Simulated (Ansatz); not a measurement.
## HgS (space group P3_221, No. 154; made of chains)

Space group P3₂21 (No. 154); a = 4.4649 Å, b = 4.4649 Å, c = 9.7582 Å, α = 90.00°, β = 90.00°, γ = 120.00°

| atom | site | symmetry | x | y | z |
|---|---|---|---|---|---|
| Hg | 3a | .2. | 0.2308 | 0.2308 | 0.0000 |
| S | 3b | .2. | 0.5531 | 0.5531 | 0.5000 |

All numbers come from Ansatz (a program for electronic structure), PBE, PAW, cutoff 420 eV, spin-orbit coupling left out. k-mesh 9×9×4 (Γ-centred); smearing 0.05 eV (Fermi–Dirac).

- Volume per atom = 28.08 Å³
- Density = 6.88 g/cm³
- Band gap = 1.83 eV, indirect, Γ–A (67 % along) → Γ
- Electron mass = 0.43 mₑ along c, 1.2 mₑ across
- Total energy = -7357.912 eV/atom (σ→0; compares only within this code and set-up)

Spin-orbit coupling, missing from the scalar runs, can matter with Hg. Effective masses come from finite differences of ±0.01 Å⁻¹. Stability against distortions was not tested. No dispersion term is included, though the crystal is made of layers, chains or molecules, so its spacings can come out too wide.
